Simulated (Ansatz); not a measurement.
**Effort and miss along a sweep of basis.ecutwfc: YSi (P-6m2, 2 atoms in the cell)**

```
CELL_PARAMETERS angstrom
      3.88270     0.00000     0.00000
     -1.94135     3.36252     0.00000
      0.00000     0.00000     3.78932
ATOMIC_POSITIONS crystal
  Y  0.00000 0.00000 0.00000
  Si 0.66667 0.33333 0.50000
```

Computed with PBEsol, harder PAW files (source: ansatz) made with PBE (plane waves; Ansatz, an electronic-structure program).

Base settings: basis.ecutwfc = 33.8 Ry; kpoints.mp_grid.grid = 5 5 5; hamiltonian.xc = pbesol; hamiltonian.pseudopotentials = {kind: paw, source: ansatz}; scf.occupations.method = cold; scf.occupations.width = 0.01 Ry.

Misses are taken against the tightest run, 67.6 Ry, which need not be fully converged itself. The energy is the free energy per atom.

The count of work is k-points × plane waves × bands × iterations; it is no time, and leaves out set-up, grids and terms that scale otherwise. 

Ansatz's pressure holds its estimate of the finite-basis (Pulay) stress, which hides part of the cutoff error; the uncorrected pressure shows it.

The starting cell was generated: these elements placed on a structure prototype, without a prior relaxation; it need not be a known phase or ordering of this composition. Its lattice was rescaled by a random factor within 2.5 % of one. Ansatz's pressure includes its estimate of the finite-basis (Pulay) stress. The cutoff lies below the one recommended for these files. Without a gap this mesh is coarse (it stands for a supercell whose shortest vector is 19 Å).

The runs (basis.ecutwfc): 13.6 Ry | 16.9 Ry | 20.2 Ry | 23.5 Ry | 27.2 Ry | 30.5 Ry | 33.8 Ry | 39 Ry | 44.1 Ry | 50.7 Ry | 59.2 Ry | 67.6 Ry.

### Question
Which is the coarsest setting among those run that, with all tighter ones, holds the energy within 10 meV/atom of the reference, and what does it save?

### Answer
27.2 Ry, off by 2.2 meV/atom; it needs 0.25 of the reference's count of work.

### Question
Which is the coarsest setting among those run that, with all tighter ones, holds the energy within 0.5 meV/atom of the reference, and what does it save?

### Answer
33.8 Ry, off by 0.28 meV/atom; it needs 0.36 of the reference's count of work.

### Question
What does the step from 27.2 Ry to 50.7 Ry buy?

### Answer
It takes the miss in the energy from 2.2 to 0.03 meV/atom, for 2.6 times the count of work.

```
basis.ecutwfc  energy less reference (meV/atom)  pressure less reference (GPa)  uncorrected pressure less reference (GPa)  count of work / reference
-------------  --------------------------------  -----------------------------  -----------------------------------------  -------------------------
13.6 Ry                                 1458.24                           0.97                                     -35.92                      0.093
16.9 Ry                                  321.12                           0.18                                     -10.75                       0.13
20.2 Ry                                   67.56                          -0.07                                      -2.89                       0.16
23.5 Ry                                   13.25                           0.02                                      -0.67                       0.20
27.2 Ry                                    2.24                           0.01                                      -0.10                       0.25
30.5 Ry                                    0.68                           0.01                                      -0.02                       0.30
33.8 Ry                                    0.28                           0.00                                      -0.01                       0.36
39 Ry                                      0.10                           0.00                                       0.00                       0.44
44.1 Ry                                    0.06                           0.00                                       0.00                       0.53
50.7 Ry                                    0.03                           0.00                                       0.00                       0.66
59.2 Ry                                    0.01                           0.00                                       0.00                       0.82
67.6 Ry                                    0.00                           0.00                                       0.00                        1.0
```

Keys are those of Ansatz 0.2.
